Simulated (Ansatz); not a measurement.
## Ti: energy against volume

Ti (hcp, P6_3/mmc, 17.394 Å³/atom and stress up to 0.01 GPa in the relaxed cell, c along z) under hydrostatic pressure, with the cell free. PBE in Ansatz, a plane-wave DFT program (PAW, default set), 420 eV, 18×18×10 Γ-centred mesh, Fermi-Dirac smearing 0.05 eV; ions are relaxed, or left where forces stay under 0.02 eV/Å, within the symmetry of each cell.

Here V stands for volume and E for E less E0.

```
volume (Å³/atom)  E less E0 (meV/atom)  pressure (GPa)
----------------  --------------------  --------------
17.7176                           2.16           -2.00
17.5539                           0.56           -1.01
17.3942                           0.00           -0.01
17.2554                           0.34            0.90
17.0796                           1.94            2.10
16.7507                           8.60            4.50
16.2030                          31.41            9.00
15.5770                              ?               ?
```

Fit E of the 7 rows that show it with the third-order Birch-Murnaghan form, a cubic in V^(-2/3). With u = V^(-2/3) - 0.1505, the rows have u = -0.0033602, -0.0024469, -0.0015420, -0.0007443, 0.0002815, 0.0022489, 0.0056720. Least squares gives E = 1.370 + 1838.2·u + 614216·u² - 806189·u³. Residuals (row less fit): 0.001, -0.001, 0.001, -0.002, 0.004, -0.001, 0.001; standard error 0.003 (degrees of freedom: 3). Its minimum lies at u = -0.0014920, so V0 = (0.1490080)^(-3/2) = 17.39. There d²E/du² = 1236000 and d³E/du³ = -4837000, so B0 = (4/9) × 17.39^(-7/3) × 1236000 × 0.160218 = 112 GPa (the last factor turns the table's units into GPa), and B0' = 4 + (2/3) × 0.1490080 × (-4837000)/1236000 = 3.6. B0' rests on the cubic coefficient alone and has a standard error of 0.1 from these residuals.

Question: Predict the withheld E at V = 15.5770 from the fit, and compare with the calculation.

Answer: u = 0.0098285, so E = 1.370 + 1838.2 × 0.0098285 + 614216 × 0.0098285² - 806189 × 0.0098285³ = 78.004 meV/atom. The calculation gives 77.92 meV/atom, 0.084 meV/atom below the prediction (0.1 % of the range of E in the table). The row lies outside the fitted rows, so this is an extrapolation. The scatter of the fitted rows lies at the last printed digit.

In a metal these values are sensitive to mesh and smearing; energies are taken to zero smearing, stresses follow the free energy. The runs aren't spin-polarised. Other structures, which can take over under pressure, weren't tried. The same form fitted to the pressure column gives B0' = 3.6; series where the two differ by over 0.4 aren't shown. Rows are the converged runs of the series near zero and its far end, less any whose ions stayed unrelaxed beside relaxed ones; series whose fitted rows scatter by over a few per cent of the range, as at a crossing or softening among them, aren't shown in this form.
